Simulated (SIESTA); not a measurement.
Worked example: self-consistent single point of Lu3TlC (P1, 5 atoms in the cell) in SIESTA.

Computed with GGA PBEsol, numerical atomic orbitals DZP, PseudoDojo PBEsol standard norm-conserving potentials (rewritten from UPF to PSML) run with SIESTA 5.4.2.

The change in words: atoms moved at random. Reference geometry:
```
CELL_PARAMETERS angstrom
      4.74607     0.00000     0.00000
      0.00000     4.74607     0.00000
      0.00000     0.00000     4.74607
ATOMIC_POSITIONS crystal
  Lu 0.50000 0.00000 0.50000
  Lu 0.00000 0.50000 0.50000
  Lu 0.50000 0.50000 0.00000
  Tl 0.00000 0.00000 0.00000
  C  0.50000 0.50000 0.50000
```

Reference input (self-consistent single point, DFT, GGA PBEsol, numerical atomic orbitals DZP, PseudoDojo PBEsol standard norm-conserving potentials (rewritten from UPF to PSML)): XC.functional = GGA; XC.authors = PBEsol; potentials = PseudoDojo PBEsol standard; PAO.BasisSize = DZP; PAO.EnergyShift = 0.01 Ry; MeshCutoff = 400 Ry; kgrid.MonkhorstPack = 5 5 5; OccupationFunction = MP; OccupationMPOrder = 0; ElectronicTemperature = 136 meV; MaxSCFIterations = 150; SCF.Mixer.Method = Pulay. This run's input differs from it in these lines:

```diff
@@ -19,7 +19,7 @@
 %block AtomicCoordinatesAndAtomicSpecies
-     2.373035000    0.000000000    2.373035000  1
-     0.000000000    2.373035000    2.373035000  1
-     2.373035000    2.373035000    0.000000000  1
-     0.000000000    0.000000000    0.000000000  2
-     2.373035000    2.373035000    2.373035000  3
+     2.405892043    0.047935307    2.349926385  1
+    -0.000645466    2.332546277    2.447059454  1
+     2.342940170    2.355355889   -0.048557042  1
+     0.016995677   -0.009131439   -0.012838119  2
+     2.353922576    2.392398966    2.383514323  3
 %endblock AtomicCoordinatesAndAtomicSpecies
```

The program printed (abridged):

```
        iscf     Eharris(eV)        E_KS(eV)     FreeEng(eV)     dDmax    Ef(eV) dHmax(eV)
   scf:    1   -21871.978750   -21915.301331   -21915.313058  3.274685 -3.874853 15.316853
   scf:    2   -21935.025657   -21929.143185   -21929.150816  0.829037 -4.230852  3.109362
   scf:    3   -21929.934403   -21929.584345   -21929.592428  0.245524 -4.325373  1.290874
   scf:    4   -21929.753526   -21929.688676   -21929.697238  0.159673 -4.402282  0.229345
   scf:    5   -21929.692550   -21929.690831   -21929.699385  0.009035 -4.411720  0.067567
   [... 2 lines left out ...]
   scf:    8   -21929.691533   -21929.691533   -21929.700128  0.000651 -4.424811  0.001243
   scf:    9   -21929.691542   -21929.691537   -21929.700128  0.000187 -4.424909  0.000947
   scf:   10   -21929.691539   -21929.691538   -21929.700128  0.000133 -4.424979  0.000213
   scf:   11   -21929.691538   -21929.691538   -21929.700128  0.000022 -4.424994  0.000064
SCF Convergence by DM+H criterion
max |DM_out - DM_in|         :     0.0000219745
max |H_out - H_in|      (eV) :     0.0000642260
SCF cycle converged after 11 iterations

Using DM_out to compute the final energy and forces

siesta: E_KS(eV) =           -21929.6915

siesta: E_KS - E_eggbox =    -21929.6915

siesta: Atomic forces (eV/Ang):
     1   -0.140430   -0.594257   -0.115622
     2   -0.039437    0.380728   -0.513628
     3    0.121089    0.287558    0.670776
     4   -0.079085   -0.014807    0.118779
     5    0.148533   -0.073634   -0.165187
   Tot    0.010670   -0.014411   -0.004882
   Max    0.670776
   Res    0.307593    sqrt( Sum f_i^2 / 3N )
   Max    0.670776    constrained

Stress tensor Voigt[x,y,z,yz,xz,xy] (kbar):       44.12       46.40       42.71       -1.10       -0.82       -0.53
   [... lines left out ...]
siesta: FreeEng =    -21929.700128
   [... lines left out ...]
siesta:     0.027535   -0.000329   -0.000509
siesta:    -0.000329    0.028960   -0.000684
siesta:    -0.000509   -0.000684    0.026659

siesta: Cell volume =        106.906083 Ang**3

siesta: Pressure (static):
siesta:                Solid            Molecule  Units
siesta:          -0.00030189         -0.00029207  Ry/Bohr**3
siesta:          -0.02771798         -0.02681654  eV/Ang**3
siesta:         -44.40910220        -42.96482925  kBar
```

The run converged in 11 iterations. Against the reference run the free energy rises by 13.2 meV/atom, the pressure goes from -4.58 to -4.44 GPa and the largest force goes from 0.000 to 0.740 eV/Å.

The starting cell comes from a database of computed structures (which also holds hypothetical and non-ambient phases and stackings), without a prior relaxation at this level. For this run, on top of that: atoms moved at random. Values carry the incompleteness of an atom-centred basis. With a pressure of about -4 GPa the cell is away from its equilibrium volume at this level.

Cost on one core of a shared machine: roughly 2 min.
